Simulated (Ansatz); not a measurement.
Response to strain in HgSe

Take HgSe in the zinc blende structure (space group F-43m, No. 216) as the base.

```yaml
crystal:
  lattice:
    - [0.00000, 3.06660, 3.06660]
    - [3.06660, 0.00000, 3.06660]
    - [3.06660, 3.06660, 0.00000]
  atoms:
    - { symbol: Se, position: [0.25000, 0.25000, 0.25000] }
    - { symbol: Hg, position: [0.00000, 0.00000, 0.00000] }
```

Cartesian axes are those of the cell as printed.

Strains are applied to the cell and any free atomic positions relax.

The values are results of Kohn–Sham DFT with the PBEsol functional, run in Ansatz (a program for electronic structure) with PAW and 420 eV plane waves, scalar-relativistic without spin-orbit coupling, earlier PAW set, not measurements.

Candidates:
(a) isotropic strain +5.54 %
(b) uniaxial strain ε_yy = −2.13 %
(c) uniaxial strain ε_xx = −4.83 %

Notes on the quantities. energy relative to the base: free energy F.

Problem. Order them by energy relative to the base, lowest first.

Solution. (b) uniaxial strain ε_yy = −2.13 % (+2.5 meV/atom), (c) uniaxial strain ε_xx = −4.83 % (+13 meV/atom), (a) isotropic strain +5.54 % (+103 meV/atom)

A case with no gap was solved on a k-mesh chosen for an insulator, which is coarse for it. Stability against distortions was not tested. The final runs are not spin-polarised.
